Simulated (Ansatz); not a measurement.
Reference: Os (P6_3/mmc), PBEsol, rigid bands (plane waves, PAW, scalar-relativistic; Ansatz, a quantum-chemistry and plane-wave program); axes and stresses refer to this cell.

```
Os
1.0
    2.72599     0.00000     0.00000
   -1.36300     2.36078     0.00000
    0.00000     0.00000     4.31688
Os
2
Direct
  0.33333   0.66667   0.25000
  0.66667   0.33333   0.75000
```

resistivity times mean free path: 5.7 ×10⁻¹⁶ Ω·m²
root-mean-square Fermi velocity: 8.2 ×10⁵ m/s
Drude plasma energy: 8.6 eV

Problem. Change: functional PBE, cell relaxed with it. What happens to resistivity times mean free path, root-mean-square Fermi velocity, Drude plasma energy?

Solution. resistivity times mean free path moves little, to 5.9 ×10⁻¹⁶ Ω·m²; root-mean-square Fermi velocity goes to 7.9 ×10⁵ m/s, a move of 3 % that is no larger than the two runs' mesh errors together; Drude plasma energy moves little, to 8.3 eV.

Problem. Change: functional r2SCAN on the same cell. What happens to resistivity times mean free path, root-mean-square Fermi velocity, Drude plasma energy?

Solution. resistivity times mean free path moves little, to 5.8 ×10⁻¹⁶ Ω·m²; root-mean-square Fermi velocity goes to 8.4 ×10⁵ m/s, a move of 3 % that is no larger than the two runs' mesh errors together; Drude plasma energy moves little, to 8.7 eV.

Metals at this level; values at 300 K, both spins, means over directions. As a rough test of the mesh, the Fermi surface's area from every second k point differs by up to 3 %. The product of resistivity and mean free path takes one path for all states. Spin-orbit coupling is left out unless a row names it.
